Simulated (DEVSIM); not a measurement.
Si n-i-p diode

Device: Si n-i-p diode, at 250 K.

```
layer (left to right)  material  thickness (μm)  Nd (cm⁻³)  Na (cm⁻³)  τn (s)  τp (s)
---------------------  --------  --------------  ---------  ---------  ------  ------
1                            Si           0.400     3.1e18          -  4.5e-7  4.5e-7
2                            Si           0.900          -     4.3e13  4.5e-7  4.5e-7
3                            Si            1.00          -     1.9e18  4.5e-7  4.5e-7
```

Left contact: ohmic. Right contact: ohmic. Voltage is applied to the left contact. Recombination: SRH at mid-gap, radiative. Mobility is μmin + (μ − μmin)/(1 + (N/Nref)^α).

Constants are typed, rounded textbook-type inputs, not results; the design itself was drawn at random and stands for no fabricated device. Values at 300 K; Nc and Nv go as T^1.5, mobilities as T to minus their exponent, the gap by Varshni's rule with the affinity fixed.

| parameter | Si |
|---|---|
| gap (eV) | 1.124 |
| affinity (eV) | 4.05 |
| permittivity | 11.7 |
| Nc (cm⁻³) | 2.86e19 |
| Nv (cm⁻³) | 3.1e19 |
| μn (cm²/Vs) | 1417 |
| μp (cm²/Vs) | 470 |
| μn,min | 52 |
| μp,min | 45 |
| Nref,n | 9.7e16 |
| Nref,p | 2.2e17 |
| αn | 0.68 |
| αp | 0.72 |
| T exponent of μn | 2.3 |
| T exponent of μp | 2.2 |
| B (cm³/s) | 4.7e-15 |
| Varshni α (eV/K) | 0.000473 |
| Varshni β (K) | 636 |

DEVSIM, 1D drift-diffusion, Boltzmann statistics, complete ionisation; no tunnelling, impact ionisation, image-force lowering or self-heating.

* **Potential step across the device at zero bias**: 1.040 V
* **Dark forward voltage at 1 A/cm²**: 0.802 V
* **Dark forward voltage at 100 A/cm²**: 0.905 V

Dark forward current:

```csv
V (V),J (A/cm²)
-0.05,-2.6e-10
-0.10,-1.1e-9
-0.15,-3.9e-9
-0.20,-1.4e-8
-0.25,-4.9e-8
-0.30,-1.7e-7
-0.35,-6.2e-7
-0.40,-2.3e-6
-0.45,-8.7e-6
-0.50,-3.4e-5
-0.55,-0.00015
-0.60,-0.00069
-0.65,-0.0035
-0.70,-0.019
-0.75,-0.12
-0.80,-0.92
-0.85,-8.4
-0.90,-81
-0.95,-780
-1.00,-6000
```

Dark reverse current:

```json
[
 {"V (V)": "0.20", "J (A/cm²)": "2.7e-10"},
 {"V (V)": "0.50", "J (A/cm²)": "4.8e-10"},
 {"V (V)": "1.00", "J (A/cm²)": "6.9e-10"},
 {"V (V)": "1.50", "J (A/cm²)": "8.1e-10"},
 {"V (V)": "2.00", "J (A/cm²)": "8.8e-10"},
 {"V (V)": "3.00", "J (A/cm²)": "9.8e-10"},
 {"V (V)": "4.00", "J (A/cm²)": "1.0e-9"},
 {"V (V)": "5.00", "J (A/cm²)": "1.1e-9"},
 {"V (V)": "6.50", "J (A/cm²)": "1.1e-9"},
 {"V (V)": "8.00", "J (A/cm²)": "1.1e-9"},
 {"V (V)": "10.00", "J (A/cm²)": "1.2e-9"}
]
```
